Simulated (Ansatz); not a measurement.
System: PbS (Pnma, No. 62, 8 atoms in the cell; start mp-1078500; a measured phase of this formula has another space group). Method: r²SCAN+rVV10 (Ansatz, a program for electronic structure, plane waves, PAW).

Numerical settings: plane-wave cutoff 500 eV, 4×10×10 k mesh (along the axes of the cell as run), Fermi–Dirac smearing 0.05 eV, scalar-relativistic PAW data made under PBE.

Cell (relaxed at this level):

```
CELL_PARAMETERS angstrom
     11.82128     0.00000     0.00000
      0.00000     4.20105     0.00000
      0.00000     0.00000     4.23347
ATOMIC_POSITIONS crystal
  Pb 0.87401 0.25000 0.15409
  Pb 0.12599 0.75000 0.84591
  Pb 0.62599 0.75000 0.65409
  Pb 0.37401 0.25000 0.34591
  S  0.64222 0.25000 0.09983
  S  0.35778 0.75000 0.90017
  S  0.85778 0.75000 0.59983
  S  0.14222 0.25000 0.40017
```

### Question
What does this level give for the band gap?

### Answer

band gap: 1.35 eV (on the SCF k mesh)

Note: the relaxation could not lower the start's symmetry, so the cell can be a saddle point above a distorted one.

Spin–orbit coupling is not included; with these elements it can move the gap by several tenths of an eV or more.

Computed values are for the static lattice.

A start named mp-… is a Materials Project structure, which need not be a measured phase.
